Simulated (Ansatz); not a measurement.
Worked example: relaxation of the atoms of NaMgF3 (P4mm, 5 atoms in the cell) in Ansatz (a quantum-chemistry and plane-wave program).

Method: LDA (PW92), default PAW files made with PBE (plane waves; Ansatz).

The change in words: one atom moved by 0.15 angstrom; relax: default → atoms; relax.f_tol: default → 0.1 eV/Å. Reference geometry:
```yaml
crystal:
  lattice:
    - [3.96269, 0.00000, 0.00000]
    - [0.00000, 3.96269, 0.00000]
    - [0.00000, 0.00000, 3.96269]
  atoms:
    - { symbol: Na, position: [0.00000, 0.00000, 0.00000] }
    - { symbol: Mg, position: [0.50000, 0.50000, 0.50000] }
    - { symbol: F, position: [0.50000, 0.50000, 0.00000] }
    - { symbol: F, position: [0.00000, 0.50000, 0.50000] }
    - { symbol: F, position: [0.50000, 0.00000, 0.50000] }
```

Reference input (self-consistent single point, DFT, LDA (PW92), plane waves, default PAW files made with PBE): basis.ecutwfc = 420 eV; kpoints.mp_grid.grid = 6 6 6; hamiltonian.xc = lda; hamiltonian.pseudopotentials = {kind: paw} (the program's default PAW files); scf.occupations.method = fermi_dirac; scf.occupations.width = 0.01 eV. This run's input differs from it in these lines:

```diff
@@ -6,3 +6,3 @@
   atoms:
-    - { symbol: Na, position: [0.00000000, 0.00000000, 0.00000000] }
+    - { symbol: Na, position: [0.00000000, 0.00000000, 0.03785300] }
     - { symbol: Mg, position: [0.50000000, 0.50000000, 0.50000000] }
@@ -24,2 +24,4 @@
     width: 0.01
+relax:
+  f_tol: 0.1
 output:
```

Log, with long lists cut:

```
   [... SCF lines of the steps left out ...]
relax step   1: F+E_penalty+E_count = -5757.15763728 eV  Δ(F+E_penalty+E_count) = +0.000e0 eV  max|allowed force component| = 1.380e-1 eV/Å  Δτ_max = 0.0000 Å  (6 SCF iters, dr2 threshold 1.00e-4 eV, accepted)
relax step   2: F+E_penalty+E_count = -5757.16093361 eV  Δ(F+E_penalty+E_count) = -3.296e-3 eV  max|allowed force component| = 1.100e-1 eV/Å  Δτ_max = 0.0103 Å  (6 SCF iters, accepted)
relax step   3: F+E_penalty+E_count = -5757.17459760 eV  Δ(F+E_penalty+E_count) = -1.366e-2 eV  max|allowed force component| = 2.300e-1 eV/Å  Δτ_max = 0.0974 Å  (8 SCF iters, accepted)
   [... lines left out ...]
relax step   5: F+E_penalty+E_count = -5757.20140371 eV  Δ(F+E_penalty+E_count) = -5.879e-3 eV  max|allowed force component| = 2.623e-1 eV/Å  Δτ_max = 0.0369 Å  (5 SCF iters, dr2 threshold 1.00e-4 eV, accepted)
relax step   6: F+E_penalty+E_count = -5757.20464200 eV  Δ(F+E_penalty+E_count) = -3.238e-3 eV  max|allowed force component| = 1.322e-2 eV/Å  Δτ_max = 0.0173 Å  (3 SCF iters, dr2 threshold 2.78e-5 eV, accepted)
relax step   7: F+E_penalty+E_count = -5757.20464219 eV  Δ(F+E_penalty+E_count) = -1.871e-7 eV  max|allowed force component| = 1.379e-2 eV/Å  Δτ_max = 0.0000 Å  (4 SCF iters, accepted)
the relaxation is at rest under the 8 symmetry operations that the run kept from its start: a minimum is not shown …
Stability not checked: this state was not tested for a lower state beside it, because too few of the mixer's solves of this state at the end of the SCF gave a …
Free energy (F): -5757.204642 eV
Internal energy: -5757.204642 eV  (E = F + TS)
E sigma→0 (E₀):  -5757.204642 eV
Fermi energy:    3.880653 eV
--- Forces (eV/Å), atoms counted from 1 ---
  atom   1  Na     0.00000000     0.00000000     0.00287583
  atom   2  Mg     0.00000000     0.00000000     0.01381648
   [... lines left out ...]
  F+E_penalty+E_count = -5757.20464219 eV   max|allowed force component| = 1.379e-2 eV/Å
  atoms:
    - { symbol: Na, position: [1.1087227008585783e-35, 0.0, 0.12335489455669182] }
    - { symbol: Mg, position: [0.5, 0.5, 0.4964744096887132] }
    - { symbol: F, position: [0.5, 0.5, -0.010678038822111343] }
    - { symbol: F, position: [3.4932359068146985e-36, 0.5, 0.4643508672883532] }
    - { symbol: F, position: [0.5, 0.0, 0.4643508672883532] }
```

The run converged. 

Summary of the result:
- Free energy E − TS (on the zero of these files): -5757.2046 eV
- Top of the valence band (on the code's own zero): 1.03 eV
- Gap on the k-point mesh: 5.68 eV
- Pressure: -5.50 GPa
- Largest force (vector length): 0.014 eV/Å
- Relaxation steps: 7

The starting cell comes from a database of computed structures (which also holds hypothetical and non-ambient phases and stackings), without a prior relaxation at this level. Its lattice was rescaled by up to half a per cent. For this run, on top of that: one atom moved by 0.15 angstrom. The relaxation keeps the symmetry of its start, so its end need not be a minimum. Ansatz's pressure includes its estimate of the finite-basis (Pulay) stress. Without the estimate this run gives -6.28 GPa.

Cost on one core of a shared machine: roughly 50 s.

Keys are those of Ansatz 0.2.
